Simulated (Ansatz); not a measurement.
## Sb interstitial started as a split pair with Sb in zinc-blende GaSb

Level of theory: PBE, PAW (plane waves to 420 eV; Ansatz, an electronic-structure program). Set-up: 64-site cell; 2×2×2 shifted k-points; start: split with Sb along <110>; no spin–orbit coupling; the functional closes the host's gap; not converged in cell size.

Neighbours after relaxation, in Å: of the emptied site: Sb 1.57, Sb 1.57, Ga 2.85, Ga 2.85, Ga 2.95, Ga 2.96; of the Sb atom: Ga 2.60, Sb 2.84, Ga 2.89, Ga 2.89, Sb 3.24, Sb 3.45, Sb 3.45; of the Sb atom: Ga 2.60, Sb 2.84, Ga 2.89, Ga 2.89, Sb 3.24, Sb 3.45, Sb 3.45.

Formation energies E_f are those of the neutral cell. Chemical conditions: Ga-rich (Δμ(Sb) = -0.32 eV; only phases computed here count, gases as isolated molecules at 0 K); Sb-rich (Δμ(Sb) = 0.00 eV; only phases computed here count, gases as isolated molecules at 0 K). Reference phases: Sb: rhombohedral Sb.

The name describes the start; the neighbours show where the atoms ended.

```json
[
 {"charge": "0", "moment (μB)": "1.0", "largest move off a lattice site (Å)": "0.27", "E_f, Ga-rich (eV)": "3.29", "E_f, Sb-rich (eV)": "2.97"}
]
```

No other site or start that was run ended lower by more than 0.1 eV.
